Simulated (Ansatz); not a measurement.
# A computed series for LiF: response to strain

The parent structure is LiF in the rock salt structure (space group Fm-3m, No. 225).

```
CELL_PARAMETERS angstrom
      0.00000     2.00393     2.00393
      2.00393     0.00000     2.00393
      2.00393     2.00393     0.00000
ATOMIC_POSITIONS crystal
  Li 0.00000 0.00000 0.00000
  F  0.50000 0.50000 0.50000
```

Cartesian axes are those of the cell as printed.

Strains are applied to the cell and any free atomic positions relax; under biaxial strain the out-of-plane vector relaxes too.

Calculations: PBEsol/PAW in Ansatz (a program for electronic structure), no SOC.

Candidates:
(a) biaxial strain −0.50 %, plane normal [001], relaxed out of plane
(b) biaxial strain +3.00 %, plane normal [001], relaxed out of plane
(c) biaxial strain −1.00 %, plane normal [001], relaxed out of plane

Question: Order them by out-of-plane strain, lowest first.

Answer: (b) biaxial strain +3.00 %, plane normal [001], relaxed out of plane (-2.00 %), (a) biaxial strain −0.50 %, plane normal [001], relaxed out of plane (+0.36 %), (c) biaxial strain −1.00 %, plane normal [001], relaxed out of plane (+0.74 %)

Whether these cells are dynamically stable was not tested.
